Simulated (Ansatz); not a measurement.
The parent structure is Sc in the hcp (Mg type) structure (space group P6_3/mmc, No. 194; a = 3.2754 Å, c = 5.1051 Å; relaxed with 0.1 eV smearing).

All numbers come from Ansatz (an electronic-structure program) PBEsol, scalar-relativistic without spin-orbit coupling.

Base values:

The pressure is 0.0 GPa and the band gap is zero.

Modification: every lattice vector is stretched by 1.50 %; the atoms relax in the strained cell.

**Question.** How does this affect the energy relative to the base, pressure and band gap?

**Answer.** The energy rises by 8.2 meV/atom; the pressure (mean of the normal stresses, compression positive) goes from zero to -2.3 GPa; the band gap remains zero.

No phonon test of stability was made. The final runs are not spin-polarised.
